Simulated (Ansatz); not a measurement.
Cell and atoms of amorphous Si24O51La2:

```xyz
77
Lattice="10.5642 0.4896 0.0368 0.4896 10.0894 0.0558 0.0368 0.0558 11.0020" Properties=species:S:1:pos:R:3 pbc="T T T"
Si     9.1701    10.2851     1.7841
Si     9.2040     3.1757     2.1881
Si     8.7911     1.7548     6.7636
Si     2.4402     6.3827     2.7355
Si     3.1864     7.1125     7.3980
Si     1.5796     3.7473     1.7450
Si     8.1035     3.9668     4.8877
Si     6.0651     8.2695     7.2226
Si     6.1424     9.7759     1.8427
Si     7.8842     6.0611     1.3985
Si     3.8553     8.2454     1.1829
Si     6.9219     0.4132     8.7250
Si    10.2709    10.2063     8.7635
Si     8.0481     4.5651    10.4243
Si     3.6702     3.9552     7.2079
Si     5.4772    10.0630     4.7406
Si    10.3602     9.8071     4.6020
Si    10.9140     7.8758     6.7472
Si     2.8110     8.9264     3.8958
Si     1.8649     8.1037     9.9605
Si    10.5773     7.7779     1.1125
Si     5.1402     3.1388     4.5310
Si     4.2509     2.5719     1.6170
Si     5.4661     2.9023     9.7024
O      4.4524     8.1174     7.4630
O      4.6235     3.1312     0.1110
O      2.2723     3.4216     7.7459
O      2.4805     7.0395     8.8902
O      8.4527     2.9949     3.5956
O      1.0415     7.1246     2.3025
O      8.3351     4.3122     1.2333
O      6.4638     3.9944     4.9267
O      3.8833     9.7312     4.8283
O      6.8290     6.9714     6.7006
O      6.9771     6.4591     2.6080
O      9.3107     0.8650     5.5062
O      1.1005     9.4708     9.5246
O      1.3363     9.5746     4.1489
O      6.1557     9.3041     3.4279
O     10.7200     3.6420     2.3661
O     10.1584     8.9708     7.7167
O      2.1570     4.8093     2.9125
O      2.8891     7.2755     4.0546
O      5.8031     1.2996     9.5278
O     10.1971     9.3501     0.9715
O      8.8404    10.2572     9.5919
O      6.7194     9.0586     8.4941
O      2.6385     2.4885     1.7694
O      9.4025     4.4243     9.6706
O     10.6963     6.4072     7.2561
O      5.4243     8.6143     0.9620
O      5.3887     1.5227     4.6494
O      3.5972     6.6823     1.5965
O      4.8207     3.5357     8.3520
O      1.4242     4.4022     0.3140
O      3.6621     5.6135     7.0655
O      0.7728     7.0678    10.6404
O      3.1002     8.6478    10.8279
O      7.4112     6.0372    10.8369
O      9.3153     6.8370     1.4278
O      4.8174     3.4121     2.9285
O      3.2396     9.2244     2.3445
O      4.8728     1.0799     1.6942
O      9.0569     1.7457     1.4218
O      6.9373     3.5580     9.9116
O      9.3035     9.7880     3.3495
O      7.3571     1.1921     7.3363
O     10.1882     8.2956     5.2671
O      9.9093     1.5656     7.9466
O      8.7636     5.3974     4.6863
O      6.2611     9.3259     5.9425
O      8.6464     3.2738     6.2661
O      7.6605     9.9402     1.3271
O      4.0282     3.4769     5.6676
O      1.9627     7.7759     6.5169
La     0.8953     4.6562     9.0437
La     7.7720     7.3338     4.6617
```

Calculation: PBE, scalar-relativistic without spin-orbit coupling (plane waves to 420 eV, PAW; Ansatz, a quantum-chemistry and plane-wave program).

It comes from a melt-quench run on a machine-learned potential (CHGNet), relaxed afterwards by DFT. O atoms were pushed apart under 1.9 Å during the dynamics, to hinder bonds among them. The hot cell started wider than the set density and was brought back towards it in steps. It is the lowest in DFT energy of 2 quenches. It is a model cell: composition and starting density were chosen by hand, and all elements were melted together. No dispersion term was used. Its density started from a set value of 2.51 and ended at 2.51 g/cm³. Cooling (nominally 400 K/ps over its main leg) ran many orders faster than in experiment, which tends to leave more defects and strain. A cell of this size samples the disorder only roughly. The volume was held where the preparation left it and the shape relaxed, at a PBE pressure of 1.6 GPa. Stress components on the final sampling reach 1.6 GPa.

Neighbours within Si-Si 2.60 Å, Si-O 1.98 Å, Si-La 3.20 Å, O-O 1.58 Å, O-La 3.00 Å, La-La 3.96 Å count as bonded. Two cations that share two anions don't count as bonded, nor two that share one unless they lie closer than Si-Si 2.38 Å, Si-La 3.11 Å, La-La 3.85 Å.

### Question
Give the coordination numbers, mean bond lengths and angles.

### Answer

```json
{
 "Mean coordination of Si by anions": "4.00 (24 with 4)",
 "Mean coordination of O": "2.12 (45 with 2, 6 with 3)",
 "Mean coordination of La by anions": "6.00 (2 with 6)",
 "Mean Si-O bond": "1.636 Å (spread 0.039 Å, 96 counted)",
 "Mean O-La bond": "2.509 Å (spread 0.268 Å, 12 counted)",
 "Bond angle at Si": "mean 109.4°, spread 5.6°",
 "Bond angle at O": "mean 132.3°, spread 18.5°",
 "Bond angle at La": "mean 101.0°, spread 28.7°"
}
```

### Question
Which atoms depart from the most common coordination of their element?

### Answer
O28 has 3 (Si20 1.63 Å, Si5 1.65 Å, La76 2.87 Å); O31 has 3 (Si2 1.72 Å, Si10 1.81 Å, Si14 1.85 Å); O39 has 3 (Si9 1.65 Å, Si16 1.66 Å, La77 2.83 Å); O57 has 3 (Si21 1.63 Å, Si20 1.65 Å, La76 2.89 Å); O68 has 3 (Si17 1.66 Å, Si18 1.70 Å, La77 2.67 Å); O71 has 3 (Si16 1.61 Å, Si8 1.67 Å, La77 2.81 Å).

### Question
List the pairs of like atoms that count as bonded by the rules above.

### Answer
There are none by these rules.
